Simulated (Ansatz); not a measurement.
The starting structures come from a database of crystals and need not be the phases stable at ambient conditions.

Evanescent states of Ca2Ge (Fm-3m, anti-fluorite, not sure to be the ambient phase, 3 atoms a cell, 30.9 Å³ an atom) along the normal of (001)

All values below come from PBEsol (plane waves, PAW; Ansatz, a quantum-chemistry and plane-wave program).

The gap is the functional's own. No spin-orbit coupling. Mid-gap values are interpolated on the energy grid.

Energies count from the valence-band top; κ is the least over a 6×6 mesh across the current.

```csv
E (eV),κ (1/Å),where
0.03,0.044,off Γ
0.07,0.074,off Γ
0.12,0.094,off Γ
0.17,0.110,off Γ
0.23,0.115,off Γ
0.28,0.115,off Γ
0.33,0.112,off Γ
0.38,0.104,off Γ
0.42,0.092,off Γ
0.47,0.074,off Γ
0.53,0.041,off Γ
```

Question: How thick must the barrier be to attenuate the transmission by 10^8 when the electrodes' Fermi level lies at 0.28 eV, and what attenuation does that film give at 0.38 eV?

Answer: d = 8 ln 10 / (2 × 0.115) = 80.1 Å. At 0.38 eV it gives 8 × 0.104/0.115 = 7.2 decades.
